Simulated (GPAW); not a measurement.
Band structure of CuRh₂S₄ (Fd-3m, 14 atoms in the cell).

```
Cu(RhS2)2
1.0
    0.00000     4.85397     4.85397
    4.85397     0.00000     4.85397
    4.85397     4.85397     0.00000
Cu Rh S
2 4 8
Direct
  0.50000   0.50000   0.50000
  0.75000   0.75000   0.75000
  0.62500   0.12500   0.12500
  0.12500   0.12500   0.62500
  0.12500   0.62500   0.12500
  0.12500   0.12500   0.12500
  0.36620   0.36620   0.36620
  0.34860   0.88380   0.88380
  0.36620   0.36620   0.90140
  0.88380   0.34860   0.88380
  0.90140   0.36620   0.36620
  0.88380   0.88380   0.88380
  0.36620   0.90140   0.36620
  0.88380   0.88380   0.34860
```

Method: PBEsol, LCAO dzp, GPAW PAW datasets PBEsol (made by gpaw-setup) in GPAW.

Settings: mode = lcao; h = 0.18 Å; basis = dzp; xc = PBEsol; kpts = 3 3 3; mesh shift (steps) = 0.5 0.5 0.5; occupations.name = marzari-vanderbilt; occupations.width = 0.05 eV; symmetry.symmorphic = false; symmetry.tolerance = 0.0005; maxiter = 100; bandpath_npoints = 50.

The starting cell comes from a database of computed structures (which also holds hypothetical and non-ambient phases and stackings), without a prior relaxation at this level. Its lattice was rescaled by a random factor within 2.5 % of one. Spin polarisation is off. Values carry the incompleteness of an atom-centred basis.

Levels in eV from the Fermi level, bands 62 to 67:
```csv
point,62,63,64,65,66,67
Γ,-1.16,-1.16,-0.12,-0.12,-0.11,2.62
X,-0.44,-0.28,-0.28,0.03,0.03,0.93
W,-0.73,-0.29,-0.29,0.03,0.03,1.10
K,-0.51,-0.41,-0.33,-0.14,0.12,1.02
L,-0.56,-0.56,-0.45,-0.40,-0.40,1.67
U,-0.51,-0.41,-0.33,-0.14,0.12,1.02
```

Bands cross the Fermi level along this path, so the cell is metallic at this level.

Higher empty bands are left out: an atom-centred basis made for the valence describes them poorly.
